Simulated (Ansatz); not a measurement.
We consider Rb3AgSn3Se8 (P4/nbm, No. 125; cell taken from a computed entry), described by PBEsol (PAW; Ansatz, a first-principles code).

Numerical settings: plane-wave cutoff 520 eV, 4×4×4 k mesh, Fermi–Dirac smearing 0.01 eV, no spin polarisation, scalar-relativistic PAW data made under PBE.

Cell (relaxed with PBEsol):

AgRb3Sn3Se8 is taken in the tetragonal space group P4/nbm, origin choice 1 (No. 125), Pearson symbol tP30. Conventional cell: a = 8.323 Å, b = 8.323 Å, c = 13.397 Å, α = 90.00°, β = 90.00°, γ = 90.00°. Rb1 on 4g sees 4 Se at 3.391 Å and 4 Se at 3.589 Å. Rb2 on 2b is surrounded by 8 Se at 3.565 Å. Ag on 2d sees 4 Se at 2.755 Å (tetrahedral). Sn1 on 4h is surrounded by 2 Se at 2.497 Å and 2 Se at 2.638 Å. Sn2 on 2c has 4 Se at 2.554 Å (tetrahedral). Se1 on 8m has 1 Sn at 2.497 Å and 1 Ag at 2.755 Å and 4 Rb at 3.565–3.589 Å. Se2 on 8m has 2 Sn at 2.554–2.638 Å and 2 Rb at 3.391 Å. (Neighbours: up to the widest gap in distance over summed covalent radii, below 1.35, at either atom; cation-cation and far metal-metal contacts left out.)

Problem. Give the computed band gap.

Solution. 
band gap: 1.14 eV

Spin–orbit coupling is not included.

Static lattice: no zero-point or thermal effects.
